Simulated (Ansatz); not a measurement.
Results of PBEsol (PAW; Ansatz, a program for electronic structure) for BP (model structure, P6₂22, No. 180, 6 atoms in the cell).

Output (set-up and result lines):

```
WARN the atoms were moved onto the symmetric positions of the space group found under crystal.symmetry.tolerance 1.0e-5 (fractional …
Crystal: 6 atoms, lattice volume = 63.222 Å³
Basis set: ecut = 520 eV, 1705 PW (Γ), exchange–correlation on 50×50×108 points (8 copies of the dense FFT grid, shifted against one another)
Bands: 18, of which v1, the nominal top of the filled ones, is band 12 counted from 1 (11 counted from 0)
Symmetry: 12 space group operations
Space group: P6222 (ITA 180), of the structure as read, at distance tolerance 4.0e-5 Å
k-points: 185 of 2592 (time reversal used)
Functional: x = pbesol(κ = 0.804, μ = 0.12345679012345678), c = pbesol(β = 0.046)
SCF iter   1: F=—  HF=-2678.046449 eV  |F-HF|=—  |Δ(HF+E_count)|=         —  Δρ=4.96e-3  dr2=1.38e-2
SCF iter   2: F=—  HF=-2678.044027 eV  |F-HF|=—  |Δ(HF+E_count)|=   2.42e-3  Δρ=1.67e-3  dr2=7.86e-4
  ...
SCF iter   5: F=—  HF=-2678.044166 eV  |F-HF|=—  |Δ(HF+E_count)|=   1.23e-6  Δρ=4.06e-6  dr2=3.55e-9
SCF iter   6: F=-2678.044166 eV  HF=-2678.044166 eV  |F-HF|=2.05e-11  |Δ(HF+E_count)|=   1.01e-9  Δρ=5.14e-7  dr2=4.64e-11
SCF 1 converged in 6 iterations: F = -2678.044166 eV  dr2 = 4.64e-11
SCF converged after 6 iterations
Free energy (F): -2678.044166 eV
Internal energy: -2678.043645 eV  (E = F + TS)
E sigma→0 (E₀):  -2678.043905 eV
Fermi energy:    11.269034 eV
--- Stress (GPa, compression-positive) ---
        2.044204      -0.000000      -0.000000
       -0.000000       2.044204       0.000000
        0.000000       0.000000       1.527059
  P = ⅓ Tr σ = 1.8718 GPa (18.718 kbar)
```

### Question
Write an input file that could have produced this run (the log leaves some choices open).

### Answer
One answer among several that fit: 
Ansatz 0.2 input:
```yaml
crystal:
  lattice:
    - [3.2471147223, 0.0, 0.0]
    - [-1.6235573612, 2.8120838385, 0.0]
    - [0.0, 0.0, 6.9237369094]
  atoms:
    - { symbol: B, position: [0.5000013281, 0.0, 0.6666666667] }
    - { symbol: B, position: [0.0, 0.5000013281, 0.3333333333] }
    - { symbol: B, position: [0.4999986719, 0.4999986719, 0.0] }
    - { symbol: P, position: [0.5000009168, 0.0, 0.1666666667] }
    - { symbol: P, position: [0.0, 0.5000009168, 0.8333333333] }
    - { symbol: P, position: [0.4999990832, 0.4999990832, 0.5] }
basis:
  ecutwfc: 520
  ecutrho_ratio: 4
  xc_grid: 2
kpoints:
  mp_grid: { grid: [18, 18, 8] }
hamiltonian:
  xc: pbesol
  dispersion: none
  pseudopotentials: { kind: paw }
scf:
  occupations: { method: fermi_dirac, width: 0.05 }
  convergence: { dr2_threshold: 0.0000000006 }
output:
  forces: true
  stress: true
  eigenvalues: true
```

The PAW data were made under PBE.

Note: the relaxation could raise the start's symmetry but not lower it, so the cell can be a saddle point. Note: cell and atoms aren't relaxed at this level (pressure 1.9 GPa).

The result took around 12 core-seconds (rough).

A model structure was made by putting elements into a prototype or built by hand; it is no filed structure, need not be a known phase, and can be a saddle point held by its symmetry.
